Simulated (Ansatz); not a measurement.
Troubleshooting Ansatz (a quantum-chemistry and plane-wave program): a failed run on CsFeCl3 (P6_3/mmc, 10 atoms in the cell). The aim is a self-consistent single point with DFT, PBEsol, plane waves, default PAW files made with PBE.

Cell that was meant: a = 7.2460 Å, b = 7.2460 Å, c = 6.0400 Å, α = 90.00°, β = 90.00°, γ = 120.00°.

Part of the input:

```yaml
  occupations:
    method: cold
    width: 0.136
  max_iter: 40
  convergence:
    dr2_threshold: 1.0e-22 eV
output:
  forces: true
  eigenvalues: true
```

Output, abridged:

```
SCF iter   1: F=—  HF=-26460.970129 eV  |F-HF|=—  |Δ(HF+E_count)|=         —  Δρ=2.26e-1 (↑4.09e-2 ↓2.26e-1)  dr2=2.26e2  dr2_m=2.63e1  M=1.894 μB ∫|m|=2.044 μB  β_m=0.30  ethr=3.10e-3  ⟨swp⟩=8.4  Hψ=4542  notcnv=0
all-band conjugate gradients solve this SCF's bands
preconditioner: auto → Kerker (q_TF=auto, 2.274 Å⁻¹)
   [... lines left out ...]
SCF iter  39: F=—  HF=-26446.751255 eV  |F-HF|=—  |Δ(HF+E_count)|=    0.00e0  S|Δr|=    0.00e0  Δρ=3.52e-11 (↑2.14e-11 ↓3.52e-11)  dr2=2.31e-18  dr2_m=6.46e-19  M=8.000 μB ∫|m|=8.048 μB  β_m=0.32  ethr=1.00e-12  ⟨swp⟩=1.0  Hψ=2110  notcnv=0
SCF iter  40: F=—  HF=-26446.751255 eV  |F-HF|=—  |Δ(HF+E_count)|=  7.28e-12  S|Δr|=    0.00e0  Δρ=3.33e-11 (↑2.06e-11 ↓3.33e-11)  dr2=2.18e-18  dr2_m=5.71e-19  M=8.000 μB ∫|m|=8.048 μB  β_m=0.21  ethr=1.00e-12  ⟨swp⟩=1.0  Hψ=2110  notcnv=0
Error: did not converge after 40 iterations: dr2 = 2.18e-18 (threshold 1.00e-22), under the density mixer `msr1`, which `scf.mixing.algorithm: auto` chose by the deck's other keys (type `scf.mixing.algorithm: msr1` to keep it); raise `scf.max_iter`, which need not help a stalled SCF, or adjust the mixing (`scf.mixing`) or, under a smearing, its width (`scf.occupations.width`, in either direction: another width is another result); this SCF holds its density and magnetisation to the symmetry operations that it keeps, and cannot end on a state that breaks one of them: if the state sought breaks one, re-run with `crystal.symmetry.detect: false`, without [...]
```

**Question.** What caused this, and what should be changed?

**Answer.** The fault is a threshold far tighter than needed, beside a limit on iterations. Each further decade of the residual costs iterations, and near the noise of double precision and of the grids the loop may never get there. To fix it, use a threshold that the task needs. The run ended unconverged after 40 iterations.

The sound input it was made from differs as follows (other fixes are possible):
```diff
-  max_iter: 40
-  convergence:
-    dr2_threshold: 1.0e-22 eV
```

With that input, the run converged, with 32 iterations in all over 4 SCF loops: free energy E − TS (on the zero of these files) -26446.7679 eV; Fermi level (on the code's own zero) 5.63 eV; pressure -1.90 GPa; largest force (vector length) 0.327 eV/Å; size of the cell's spin moment 8.00 μB (DFT, PBEsol, plane waves, default PAW files made with PBE).

On the sound input: the starting cell comes from a database of published, mostly measured structures (it also holds non-ambient and calculated ones), without a prior relaxation at this level. The program's own search went on from the first solution to a lower state. Ansatz's pressure includes its estimate of the finite-basis (Pulay) stress.

Keys are those of Ansatz 0.2.
